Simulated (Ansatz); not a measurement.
The parent structure is KTaO$_{3}$ in the cubic perovskite structure (space group Pm-3m, No. 221; a = 4.0244 Å).

Level of theory: Ansatz (a program for electronic structure) PBE, no spin-orbit coupling.

For the base:

The band gap is 2.16 eV and the gap character is indirect, R → Γ. The volume per atom is 13.04 Å³.

One thing is altered: hydrostatic tension (pressure −2 GPa).

Question: How does this affect the band gap?

Answer: The band gap decreases by 0.026 eV, from 2.16 eV to 2.14 eV.

Question: Estimate the effect on the gap character.

Answer: The gap character is still indirect, R → Γ.

Question: What happens to the volume per atom?

Answer: The volume per atom rises by 0.14 Å³, from 13.04 Å³ to 13.18 Å³.

With Ta present, leaving out spin-orbit coupling can change the band edges. Load acts through the strain it causes; cell and atoms are relaxed under it. No phonon test of stability was made.
